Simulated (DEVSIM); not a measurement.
Structure: abrupt In0.53Ga0.47As n-p junction, at 300 K.

| layer (left to right) | material | thickness (μm) | Nd (cm⁻³) | Na (cm⁻³) | τn (s) | τp (s) |
|---|---|---|---|---|---|---|
| 1 | In0.53Ga0.47As | 0.290 | 2e15 | - | 7.8e-10 | 7.8e-10 |
| 2 | In0.53Ga0.47As | 190 | - | 5.4e16 | 7.8e-10 | 7.8e-10 |

Left contact: ohmic. Right contact: ohmic. Voltage is applied to the left contact. Recombination: SRH at mid-gap, radiative, Auger. Mobility is μmin + (μ − μmin)/(1 + (N/Nref)^α).

Constants are typed, rounded textbook-type inputs, not results; the design itself was drawn at random and stands for no fabricated device. Values at 300 K.

```
parameter      In0.53Ga0.47As
-------------  --------------
gap (eV)                 0.74
affinity (eV)            4.51
permittivity             13.9
Nc (cm⁻³)              2.1e17
Nv (cm⁻³)              7.7e18
μn (cm²/Vs)             12000
μp (cm²/Vs)               300
μn,min                    300
μp,min                     10
Nref,n                 1.3e17
Nref,p                 4.9e17
αn                       0.48
αp                        0.4
B (cm³/s)             9.6e-11
Cn (cm⁶/s)              5e-29
Cp (cm⁶/s)              5e-29
```

Simulated with DEVSIM: 1D drift-diffusion, Boltzmann statistics, complete ionisation; no tunnelling, impact ionisation, image-force lowering or self-heating.

Task: Tabulate band edges, carrier densities and field at -0.7 V on the left contact.

Result: Energies count from the Fermi level of the right contact; mesh points crowd at the junctions.

| x (μm) | Ec (eV) | Ev (eV) | n (cm⁻³) | p (cm⁻³) | field (V/cm) |
|---|---|---|---|---|---|
| 0.000 | 0.820 | 0.080 | 2.0e15 | 3.0e8 | 940 |
| 0.03214 | 0.823 | 0.083 | 1.8e15 | 9.3e13 | 1000 |
| 0.1043 | 0.833 | 0.093 | 1.2e15 | 3.7e14 | 1700 |
| 0.2107 | 0.863 | 0.123 | 3.9e14 | 1.8e15 | 4500 |
| 0.2785 | 0.908 | 0.168 | 6.6e13 | 1.1e16 | 10000 |
| 0.3068 | 0.936 | 0.196 | 2.2e13 | 3.3e16 | 6100 |
| 0.3661 | 0.948 | 0.208 | 1.4e13 | 5.3e16 | 310 |
| 0.6067 | 0.949 | 0.209 | 1.3e13 | 5.4e16 | -17 |
| 1.102 | 0.948 | 0.208 | 1.1e13 | 5.4e16 | -17 |
| 2.318 | 0.946 | 0.206 | 8.6e12 | 5.4e16 | -17 |
| 5.303 | 0.940 | 0.200 | 4.4e12 | 5.4e16 | -18 |
| 17.40 | 0.919 | 0.179 | 2.8e11 | 5.4e16 | -18 |
| 42.32 | 0.875 | 0.135 | 9.7e8 | 5.4e16 | -18 |
| 106.2 | 0.761 | 0.021 | 1.1e7 | 5.4e16 | -18 |
| 164.6 | 0.657 | -0.083 | 1.1e7 | 5.4e16 | -18 |
| 180.2 | 0.630 | -0.110 | 1.1e7 | 5.4e16 | -18 |
| 186.2 | 0.619 | -0.121 | 1.1e7 | 5.4e16 | -18 |
| 188.6 | 0.615 | -0.125 | 1.1e7 | 5.4e16 | -18 |
| 189.8 | 0.613 | -0.127 | 1.1e7 | 5.4e16 | -18 |
| 190.1 | 0.612 | -0.128 | 1.1e7 | 5.4e16 | -18 |
| 190.2 | 0.612 | -0.128 | 1.1e7 | 5.4e16 | -18 |
| 190.3 | 0.612 | -0.128 | 1.1e7 | 5.4e16 | -18 |
